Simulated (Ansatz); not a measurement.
Candidates (primitive cells; geometry: cell and atoms relaxed with PBEsol):
A. SnO2 (P4_2/mnm), a = b = 4.769 Å, c = 3.212 Å, α = β = γ = 90.00°
B. La2O3 (P-3m1), a = b = 3.9061 Å, c = 6.0402 Å, α = β = 90.00°, γ = 120.00°
C. Al2O3 (R-3c), a = b = c = 5.1398 Å, α = β = γ = 55.34°
D. CaO (Fm-3m), a = b = c = 3.371 Å, α = β = γ = 60.00°
E. LiNbO3 (R3c), a = b = c = 5.4795 Å, α = β = γ = 55.88°

Order them by Seebeck coefficient, n-type 1e19 cm⁻³ (highest first) at the level r2SCAN, rigid bands (Ansatz, a program for electronic structure).

A (-123 μV/K), C (-186 μV/K), D (-333 μV/K), B (-440 μV/K), E (-570 μV/K)

Seebeck coefficients are for the stated density at 300 K, with one relaxation time for all states and whether or not that doping can be reached. Spin-orbit coupling is left out.
